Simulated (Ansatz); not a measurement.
## Hypothetical Fm-3m WTe2: biaxial strain −1.08 %, plane normal [111], relaxed out of plane

The reference is WTe2 (space group Fm-3m, No. 225; a = 6.572 Å; a hypothetical phase, not in the database extracts checked; relaxed with 0.1 eV smearing). Axes: x, y, z lie along the cube axes.

Modification: compressive biaxial strain of 1.08 % in the plane normal to [111], as in epitaxy on a mismatched substrate; the out-of-plane cell vector and the atoms relax.

The values are results of Kohn–Sham DFT with the PBEsol functional, run in Ansatz (a program for electronic structure) with PAW and 420 eV plane waves, spin-orbit coupling left out, not measurements. k-mesh 15×15×15 (Γ-centred); smearing 0.1 eV (Fermi–Dirac).

```json
[
 {"quantity": "volume per atom", "base": "23.65 Å³", "changed": "23.48 Å³", "shift": "-0.179 Å³"},
 {"quantity": "space group", "base": "Fm-3m (No. 225)", "changed": "R-3m (No. 166)", "shift": "–"},
 {"quantity": "shortest interatomic distance", "base": "2.846 Å", "changed": "2.829 Å", "shift": "-0.017 Å"},
 {"quantity": "energy relative to the base (free energy F)", "base": "0 meV/atom", "changed": "+1.9 meV/atom", "shift": "+1.9 meV/atom"},
 {"quantity": "pressure (mean of the normal stresses, compression positive)", "base": "0.0 GPa", "changed": "0.9 GPa", "shift": "+0.9 GPa"},
 {"quantity": "band gap", "base": "zero", "changed": "zero", "shift": "–"},
 {"quantity": "out-of-plane strain", "base": "–", "changed": "+1.42 %", "shift": "–"},
 {"quantity": "ratio −ε⊥/ε∥", "base": "–", "changed": "1.32", "shift": "–"},
 {"quantity": "mean in-plane stress (compression positive)", "base": "–", "changed": "+1.3 GPa", "shift": "–"}
]
```

Stability against distortions was not tested. All final runs are without spin polarisation. WTe2 has a high density of states at the Fermi level and may be magnetic at this level.
